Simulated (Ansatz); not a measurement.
Given:

```
CELL_PARAMETERS angstrom
      3.00213     0.00000     0.00000
     -1.50107     2.59992     0.00000
      0.00000     0.00000     4.92664
ATOMIC_POSITIONS crystal
  Si 0.33333 0.66667 0.99965
  Si 0.66667 0.33333 0.49965
  C  0.33333 0.66667 0.37535
  C  0.66667 0.33333 0.87535
```

No spin polarisation.

The values are results of PBEsol/PAW in Ansatz (a quantum-chemistry and plane-wave program), no spin-orbit coupling, not measurements. Settings: 12×12×7 k-points, 0.05 eV Fermi–Dirac smearing.

Predict the electron mass, smallest direct gap, gap character and width of the top valence band.

The electron mass is 0.25 mₑ along c, 0.41 mₑ across (at K). The smallest direct gap comes out as 4.00 eV. The gap character is indirect, Γ → K and the width of the top valence band is 4.10 eV.

The cells carry an imposed strain or load. Masses are band curvatures over ±0.01 Å⁻¹ around the edge. Stability against distortions was not tested. The cell was made from SiC in the wurtzite structure (space group P6_3mc, No. 186) by this change: isotropic strain −2.40 %.
